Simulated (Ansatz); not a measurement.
The starting structures come from a database of crystals and need not be the phases stable at ambient conditions.

By PBEsol, the system below comes out a metal.

A figure of merit of an interconnect metal is its ballistic conductance per area.

```
CELL_PARAMETERS angstrom
      2.91969     0.00000     0.00000
      0.00000     4.89317     0.00000
     -1.36439     0.00000     2.54509
ATOMIC_POSITIONS crystal
  Au 0.66934 0.25000 0.33467
  Au 0.33066 0.75000 0.66533
```

Space group of this cell: P2_1/m. The cell is strained (lengths along the current scaled by 1.03, ions clamped); by PBEsol its mean pressure is -9.2 GPa.

The current flows along the normal of the first two printed cell vectors. No spin-orbit coupling; the value is a mean over 0.1 eV about the Fermi level.

Compute, with PBEsol run with Ansatz (an electronic-structure program), the ballistic conductance per area.

0.85 × 10¹⁵ S/m² for both spins.
